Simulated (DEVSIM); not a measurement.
Structure: Al/SiO2/n-Ge capacitor, at 300 K.

```tsv
layer (left to right)	material	thickness (nm)	Nd (cm⁻³)
1	SiO2	37.0	-
2	Ge	1200	2.5e17
```

Metal gate on the left, work function 4.1 eV. Fixed charge at the semiconductor interface -1e11 cm⁻² (in units of +e); interface traps 1.6e11 cm⁻² eV⁻¹, uniform in energy, neutral level at 0.5 of the gap above the valence band.

The device is made up for the run: typed textbook-type constants, with dimensions and the other settings drawn at random. Values at 300 K.

| parameter | SiO2 | Ge |
|---|---|---|
| gap (eV) | 9 | 0.664 |
| affinity (eV) | 0.9 | 4 |
| permittivity | 3.9 | 16 |
| Nc (cm⁻³) | - | 1.04e19 |
| Nv (cm⁻³) | - | 6e18 |

DEVSIM, 1D Poisson equation in equilibrium, Boltzmann statistics, complete ionisation; no quantum confinement or tunnelling. Metal contacts follow the ideal Schottky-Mott rule: no Fermi-level pinning, no interface dipoles.

Base results: capacitance of the dielectric stack (μF/cm²) 0.0933; minimum of the low-frequency capacitance (μF/cm²) 0.0719; flat-band voltage (V) 0.24.

Q: What follows from this one change: fixed charge -1e+11 → -7.6e+11 cm^-2?

A: capacitance of the dielectric stack little changed (0.0933 μF/cm²); minimum of the low-frequency capacitance little changed (0.0718 μF/cm²); flat-band voltage 0.24 → 1.37 V.

Q: What follows from this one change: SiO2 thickness 0.037 → 0.044 μm?

A: capacitance of the dielectric stack 0.0933 → 0.0785 μF/cm²; minimum of the low-frequency capacitance 0.0719 → 0.0627 μF/cm²; flat-band voltage 0.24 → 0.28 V.

Q: What follows from this one change: interface trap density 1.6e+11 → 1e+10 cm^-2 eV^-1?

A: capacitance of the dielectric stack little changed (0.0933 μF/cm²); minimum of the low-frequency capacitance 0.0719 → 0.0705 μF/cm²; flat-band voltage 0.24 → 0.18 V.
